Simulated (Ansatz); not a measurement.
The structure below was relaxed with plane-wave PAW DFT at the PBEsol level (Ansatz, a quantum-chemistry and plane-wave program, 420 eV), spin-orbit coupling left out.

```xyz
7
Lattice="4.0777 0.0000 0.0000 0.0000 4.0777 0.0000 0.0000 0.0000 4.0777" Properties=species:S:1:pos:R:3 pbc="T T T"
Be     0.0000     0.0000     0.0000
B      0.8098     2.0388     2.0388
B      3.2679     2.0388     2.0388
B      2.0388     0.8098     2.0388
B      2.0388     3.2679     2.0388
B      2.0388     2.0388     0.8098
B      2.0388     2.0388     3.2679
```

### Question
Find the space group and the Wyckoff positions.

### Answer
Space group Pm-3m (No. 221); a = 4.078 Å, b = 4.078 Å, c = 4.078 Å, α = 90.00°, β = 90.00°, γ = 90.00°

| atom | site | symmetry | x | y | z |
|---|---|---|---|---|---|
| Be | 1a | m-3m | 0.0000 | 0.0000 | 0.0000 |
| B | 6f | 4m.m | 0.1986 | 0.5000 | 0.5000 |

Stability against distortions was not tested. All final runs are without spin polarisation. The cell was made from CaB6 by this change: Ca → Be; the result is a hypothetical phase, not in the database extracts checked.
